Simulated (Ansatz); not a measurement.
The parent structure is TiAl (space group P4/mmm, No. 123; a = 2.796 Å, c = 4.038 Å; relaxed with 0.1 eV smearing).

Method: Ansatz (a first-principles code) PBEsol, no spin-orbit coupling.

Strains are applied to the cell and any free atomic positions relax.

One change was made to it. Results:

```csv
quantity,base,after
energy relative to the base (free energy F),0 meV/atom,+1.4 meV/atom
"pressure (mean of the normal stresses, compression positive)",0.0 GPa,1.9 GPa
```

Task: What was done to the base?
(A) isotropic strain +0.50 %
(B) isotropic strain −0.50 %
(C) isotropic strain −3.00 %
(D) isotropic strain +1.50 %
(E) isotropic strain −1.00 %

Result: B, isotropic strain −0.50 %. For comparison, the pressure in the other runs: isotropic strain −3.00 % gives 13.1 GPa; isotropic strain −1.00 % gives 3.8 GPa; isotropic strain +1.50 % gives -4.9 GPa; isotropic strain +0.50 % gives -1.7 GPa.

Stability against distortions was not tested. All final runs are without spin polarisation.
